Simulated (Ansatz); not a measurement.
The starting structures come from a database of crystals and need not be the phases stable at ambient conditions.

Tunnelling through a barrier is set by its complex band structure: the current falls as exp(−2κd) with the smallest κ.

Data:

```yaml
crystal:
  lattice:
    - [4.01886, 0.00000, 0.00000]
    - [0.00000, 6.22631, 0.00000]
    - [0.00000, 0.00000, 4.01886]
  atoms:
    - { symbol: Cu, position: [0.50000, 0.00000, 0.50000] }
    - { symbol: Cu, position: [0.00000, 0.00000, 0.00000] }
    - { symbol: I, position: [0.00000, 0.72374, 0.50000] }
    - { symbol: I, position: [0.50000, 0.27626, 0.00000] }
```

Space group of this cell: P4/nmm. The cell was relaxed by PBE-D3(BJ); by r2SCAN its mean pressure is 1.5 GPa.

Transport runs along the normal of the first two printed cell vectors, the (100) plane of the conventional cell.

The gap is the functional's own. No spin-orbit coupling. Mid-gap values are interpolated on the energy grid.

Give the band gap and the smallest decay constant κ at mid-gap that r2SCAN (Ansatz, a program for electronic structure) yields.

Gap 2.03 eV on a 8×6×8 mesh; κ = 0.165 1/Å, at the zone centre.
